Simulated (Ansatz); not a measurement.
Given:

Host crystal: wurtzite GaN, with a band gap (PBE, scalar-relativistic without spin-orbit coupling).

End structure of NH2 on the (0001) surface of wurtzite GaN (2x2 N adatom at H3; a constructed slab, bottom: 3 H on 4 bottom sites), one in a cell of 36 Å², started at the site 'hollow N-N-N over Ga at depth 1.8 Å':

```xyz
47
Lattice="6.4370 0.0000 0.0000 -3.2185 5.5746 0.0000 0.0000 0.0000 32.5000" Properties=species:S:1:pos:R:3 pbc="T T T"
N      1.6121     0.9275    10.8285
N      4.8248     0.9275    10.8292
N     -0.0001     3.7197    10.8292
N      3.2187     3.7163    10.7556
Ga     0.0002     1.8580    11.4554
Ga     3.2182     1.9408    11.4180
Ga    -1.6810     4.6044    11.4180
Ga     1.6810     4.6040    11.4154
N      0.0000     1.8582    13.3981
N      3.2185     1.8582    13.3981
N     -1.6092     4.6455    13.3981
N      1.6092     4.6455    13.3981
Ga     1.6092     0.9291    14.0444
Ga     4.8277     0.9291    14.0444
Ga     0.0000     3.7164    14.0444
Ga     3.2185     3.7164    14.0444
N      1.6071     0.9303    16.0008
N      4.8298     0.9392    16.0161
N     -0.0077     3.7095    16.0161
N      3.2262     3.7119    16.0180
Ga     0.0087     1.8491    16.6848
Ga     3.2098     1.8496    16.6790
Ga    -1.6095     4.6602    16.6699
Ga     1.6094     4.6485    16.6407
N      0.0136     1.8420    18.6618
N      3.2044     1.8418    18.6583
N     -1.6088     4.6780    18.6398
N      1.6086     4.6507    18.5850
Ga     1.6095     0.9353    19.4074
Ga     4.8269     0.9110    19.2945
Ga     0.0060     3.7246    19.2373
Ga     3.2124     3.7243    19.2356
N      1.6089     0.9474    21.5826
N      4.8269     0.8773    21.2441
N      0.0226     3.7484    21.1541
N      3.1955     3.7480    21.1527
Ga    -0.1156     1.9677    21.9979
Ga     3.3331     1.9679    21.9979
Ga    -1.6097     4.5211    21.9209
Ga     1.6093     4.6046    21.8977
H      1.5963     0.9365     9.8026
H      4.8405     0.9369     9.8033
H     -0.0004     3.7014     9.8033
N     -1.6097     2.8377    23.1238
N      1.6112     3.9495    23.6850
H      2.4353     4.1317    24.2586
H      0.7874     4.1302    24.2593
```

Set-up: 47 atoms, 13.4 Å thick at the start with caps and adatoms under the adsorbate (thin: gaps and levels are the slab's own); mesh 4x4x1; 0.01 eV smearing; dipole correction on; single point; no symmetry held, on the structure that PBE left; spin-polarised, ending with about 1.0 μB a cell; orders that need a larger cell were not tried, no spin-orbit, no U, no dispersion correction. The program's check for a lower electronic state was not made. At the end it is bonded to Ga. In PBE it is, or lies within 0.03 eV of, the lowest of the starts that converged; the order may differ at this level.

A negative adsorption energy means that the adsorbate is more stable on the surface than in its reference.

Problem. Give the change of the step from the bottom to the top vacuum level, against the clean slab at the level r2SCAN, at the PBE geometry and the start's symmetry (Ansatz, a quantum-chemistry and plane-wave program).

Solution. -1.42 eV

Problem. What highest filled level below the top vacuum level does r2SCAN, at the PBE geometry and the start's symmetry give?

Solution. 5.65 eV

Problem. What gap of the slab on its k-mesh does r2SCAN, at the PBE geometry and the start's symmetry give?

Solution. 1.50 eV

Problem. Give the adsorption energy against NH3(g) − ½ H2(g) at the same level at the level r2SCAN, at the PBE geometry and the start's symmetry.

Solution. -0.45 eV
